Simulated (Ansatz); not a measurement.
ZnS: pressure series

Start from ZnS in the wurtzite structure (space group P6_3mc, No. 186).

```
ZnS
1.0
    3.78232     0.00000     0.00000
   -1.89116     3.27559     0.00000
    0.00000     0.00000     6.20791
Zn S
2 2
Direct
  0.66667   0.33333   0.99967
  0.33333   0.66667   0.49967
  0.66667   0.33333   0.62553
  0.33333   0.66667   0.12553
```

Cell and atoms are relaxed at each pressure.

Calculations: Kohn–Sham DFT with the PBEsol functional, run in Ansatz (an electronic-structure program) with PAW and 420 eV plane waves, no spin-orbit coupling, earlier PAW set.

| pressure (GPa) | volume per atom (Å³/atom) |
|---|---|
| -2 | 19.752 |
| -1 | 19.479 |
| 0 | 19.228 |
| 4.2 | 18.324 |
| 9 | ? |
| 18 | 16.370 |
| 30 | 15.269 |
| 45 | 14.257 |
| 60 | 13.462 |

Q: Fit the third-order Birch–Murnaghan form P(V) = (3B₀/2)[(V₀/V)^(7/3) − (V₀/V)^(5/3)]·[1 + (3/4)(B₀′ − 4)((V₀/V)^(2/3) − 1)] (squares taken in P) to the rows shown and predict the withheld row.

A: Least squares on the printed values gives V₀ = 19.226 Å³/atom, B₀ = 81.1 GPa, B₀′ = 4.1; this predicts 17.537 Å³/atom, and the run gives 17.515 Å³/atom, 0.022 lower.

Load acts through the strain it causes; cell and atoms are relaxed under it. Stability against distortions was not tested. Tetrahedral semiconductors of this kind turn to denser phases somewhere between about 1 and 50 GPa; those were not computed, so compressed cells here can lie past the real transition.
